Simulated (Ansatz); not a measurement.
The parent structure is HgTe in the zinc blende structure (space group F-43m, No. 216).

```
CELL_PARAMETERS angstrom
      0.00000     3.25489     3.25489
      3.25489     0.00000     3.25489
      3.25489     3.25489     0.00000
ATOMIC_POSITIONS crystal
  Hg 0.00000 0.00000 0.00000
  Te 0.25000 0.25000 0.25000
```

Cartesian axes are those of the cell as printed.

Computed with PBEsol (Ansatz, a quantum-chemistry and plane-wave program; PAW; 420 eV plane waves; no spin-orbit coupling).

Now apply this change: the cell is scaled by 0.9700 in all directions; the atoms relax in the strained cell.

Question: Predict the stress tensor and what it implies for the stiffness.

Answer: Stress of the strained cell less that of the base (GPa, compression positive):
```
    4.9     0.0     0.0
    0.0     4.9     0.0
    0.0     0.0     4.9
```

Then B = −ΔP/(ΔV/V₀) with ΔV/V₀ = -0.0873 gives secant stiffness values (nonlinear terms included at this strain): B ≈ 56 GPa.

As a check, the harmonic strain energy −½ V₀ Δσ:ε is 47 meV/atom; the computed energy rise is 42 meV/atom.

The mesh was chosen for an insulator and is coarse for the gapless case. No phonon test of stability was made. All final runs are without spin polarisation.
